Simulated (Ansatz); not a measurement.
## Worked sum: formation energy of the neutral H_i in HfO2 (P2₁/c)

This concerns the formation energy of the neutral H_i in HfO2 (P2₁/c). Reaction: 32 HfO2 (P2₁/c) + 1/2 H2 (gas) → cell A.

A: a supercell of 96 sites of HfO2 (P2₁/c) with H off the lattice sites (1 O at 0.99 Å); partly filled levels (a metallic host or states in the gap) with PBE; an odd number of electrons; spin state with PBE: no moments.

Setting: static, neutral cells in Ansatz (PAW) whose structures rest at the PBE level. Ansatz (a quantum-chemistry and plane-wave program) runs with its default PAW set. Other levels take these structures. The lattices are those relaxed with PBE, so at other levels the solids can be strained, which adds to the spread. Larger cells are relaxed from a start prepared with the learned potential CHGNet till forces fall under 0.03 eV/Å, which some starts already meet. A dispersion term (D3(BJ), or D4 for r2SCAN) was computed beside these levels and is taken off wherever the name lacks it. The PAW files were made for PBE and serve at the other functionals too. Space groups of crystals are read within 0.01 Å. The runs are scalar-relativistic, without spin-orbit coupling. Mesh and cell size may move defect energies by 0.1 eV or more. The value holds for the reservoirs listed; other chemical potentials shift it.

Total energies of the cells in eV, at zero smearing width. They compare only within one column; the weights balance every element.

```csv
cell,atoms,weight,r2SCAN,r2SCAN+D4
A: HfO2:H_i,97,+1,-540058.69201,-540065.45789
HfO2 (P2₁/c),96,−1,-540045.42358,-540052.15789
H2 (gas),2,−1/2,-31.88989,-31.89041
```

r2SCAN: (-540058.69201) − (-540045.42358) − 1/2 × (-31.88989) = 2.677 eV.

r2SCAN+D4: (-540065.45789) − (-540052.15789) − 1/2 × (-31.89041) = 2.645 eV.
